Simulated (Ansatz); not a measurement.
Take InAs in the zinc blende structure (space group F-43m, No. 216; a = 6.087 Å) as the base.

All numbers come from Ansatz (a program for electronic structure), PBEsol, PAW, cutoff 420 eV, no spin-orbit coupling.

Base values:

```
Item       Result
--------  -------
Pressure  0.0 GPa
Band gap     zero
```

One thing is altered: the cell is scaled by 0.9900 in all directions; the atoms relax in the strained cell.

### Question
How does this affect the energy relative to the base, pressure and band gap?

### Answer
The energy goes up by 4.6 meV/atom; the pressure goes from zero to 1.8 GPa; the band gap remains zero.

A case with no gap was solved on a k-mesh chosen for an insulator, which is coarse for it. Stability against distortions was not tested. The final runs are not spin-polarised. The zero or small gap of InAs can change with the level of theory.
